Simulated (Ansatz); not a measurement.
# Computed paths: interstitial H in 3C silicon carbide, charge state +1

Consider interstitial H in 3C silicon carbide, charge state +1. The numbers are results of PBE, PAW (plane waves to 420 eV; Ansatz, a quantum-chemistry and plane-wave program), not measurements.

64-site cell at the relaxed PBE lattice, a 2×2×2 k-point mesh shifted by half a step, smearing 0.01 eV, spin-restricted, no finite-size correction. Energies are static. The charge state is imposed; whether it is stable for some Fermi level was not computed. Sites that were not tried may lie lower.

Barriers: single points on a 3×3×3 k-point mesh shifted by half a step at the bands' geometries.

```csv
Route,Start site over the lowest site run (eV),Hop (Å),Forward barrier (eV),Backward barrier (eV),Neighbours at the start,Neighbours at the saddle,Saddle order,"Forward, on the band's own sampling (eV)"
H moves alone to another site,0.00,1.90,0.13,0.13,"C at 1.12; 2 Si at 1.97, Si at 2.00 Å","C at 1.11; Si at 1.72, Si at 1.76 Å","not checked, on a symmetry element",0.13
```

Paths come from climbing-image nudged elastic band runs.  A band can be held on a symmetry element, so unchecked saddle points there may be too high. A further band (H moves alone to another site, 2.68 Å) gave 0.51 eV forward on its own sampling, 0.51 eV above the lowest site run, but a shoulder points to a second hump between its images, so it is not taken as a result.

The whole set of runs took about 3 core-hours (a rough figure).
